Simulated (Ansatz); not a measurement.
```yaml
crystal:
  lattice:
    - [0.00000, 2.78238, 2.78238]
    - [2.78238, 0.00000, 2.78238]
    - [2.78238, 2.78238, 0.00000]
  atoms:
    - { symbol: Al, position: [0.00000, 0.00000, 0.00000] }
    - { symbol: As, position: [0.25000, 0.25000, 0.25000] }
```

Computed with PBE with spin-orbit coupling, rigid bands (plane waves, PAW; Ansatz, an electronic-structure program). Condition of this run: hydrostatic pressure of 4.8 GPa (compression positive) (the target of the relaxation). Geometry: cell and atoms relaxed with PBEsol, then loaded as said.

Q: What conductivity effective mass do dilute holes have at 300 K?

A: 0.58 mₑ.

Q: Predict the electron conductivity mass (n e² τ/σ) at 300 K, by direction if it differs.

A: 0.32 mₑ.

Q: And the band gap?

A: 1.25 eV at this level; semilocal functionals usually fall short of the measured gap.

Rigid bands, one relaxation time for all states, no polarons. Geometry: cell and atoms relaxed with PBEsol.
